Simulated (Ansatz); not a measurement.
Subject: the energy of the reaction as written. Reaction: 2 Sn (white tin) + 4 Se (P3₁21) → cell A. A negative value means that the right-hand side lies lower.

Cell A: a sheet of composition Sn2Se4, 6 atoms, square cell of 5.52 Å (30.4 Å²), symmetry P-4m2 within 0.02 Å, 3.3 Å thick under 15 Å of vacuum, in-plane vectors relaxed; planes from bottom to top: Se2 | Sn2 | Se2; a model cell; spin state with PBE: run without spin, k-point mesh 6×6×1.
```
CELL_PARAMETERS angstrom
      5.51626     0.00000     0.00000
      0.00000     5.51626     0.00000
      0.00000     0.00000    18.62000
ATOMIC_POSITIONS crystal
  Sn 0.00000 0.00000 0.50000
  Sn 0.50000 0.50000 0.50000
  Se 0.25002 0.75002 0.58926
  Se 0.74998 0.24998 0.58926
  Se 0.24998 0.25002 0.41074
  Se 0.75002 0.74998 0.41074
```

Reference: Sn (white tin, I4₁/amd), 2 atoms in the cell, k-point mesh 22×22×22 on the run's own vectors. Conventional cell: a = b = 5.8626 Å, c = 3.1683 Å, α = β = γ = 90.00°.

Reference: Se (P3₁21), 3 atoms in the cell, k-point mesh 12×12×8 on the run's own vectors. Conventional cell: a = 4.0658 Å, b = 4.0658 Å, c = 5.1310 Å, α = 90.00°, β = 90.00°, γ = 120.00°.

All numbers come from Ansatz (a first-principles code), plane waves with PAW, its default PAW set, cutoff 420 eV, 500 eV for r2SCAN. The structures are at rest with PBE+D3(BJ); other levels are single points on them. HSE06 runs on coarser k-point meshes, mended by the PBE difference between the two meshes. Some cells are metallic or hold partly filled levels, where a hybrid on a coarse mesh is less sure. Neutral cells; Fermi-Dirac smearing of at most 0.10 eV in the solids, energies taken to zero width. The lattices are those relaxed with PBE+D3(BJ), so at other levels the solids can be strained, which adds to the spread. A dispersion term (D3(BJ), or D4 for r2SCAN) was computed beside these levels and is taken off wherever the name lacks it. No zero-point or thermal terms. No structure search was made; lower ones may exist. The runs are scalar-relativistic, without spin-orbit coupling. Cell A has symmetry P-4m2 within 0.02 Å and got no random move, so less symmetric positions, which may lie lower, weren't tried.

Question: What is the computed value (PBE+D3(BJ))?

Answer: -0.90 eV, for 2 Sn (white tin) + 4 Se (P3₁21) → cell A.

Question: List the value at the remaining levels and say how far they part.

Answer: 
```json
[
 {"Functional": "PBE", "value (eV)": "-1.89", "less PBE+D3(BJ)": "-0.99"},
 {"Functional": "r2SCAN", "value (eV)": "-2.46", "less PBE+D3(BJ)": "-1.56"},
 {"Functional": "r2SCAN+D4", "value (eV)": "-2.05", "less PBE+D3(BJ)": "-1.15"},
 {"Functional": "HSE06", "value (eV)": "-2.62", "less PBE+D3(BJ)": "-1.72"}
]
```

The levels shown span 1.72 eV, from HSE06 (-2.62) to PBE+D3(BJ) (-0.90).
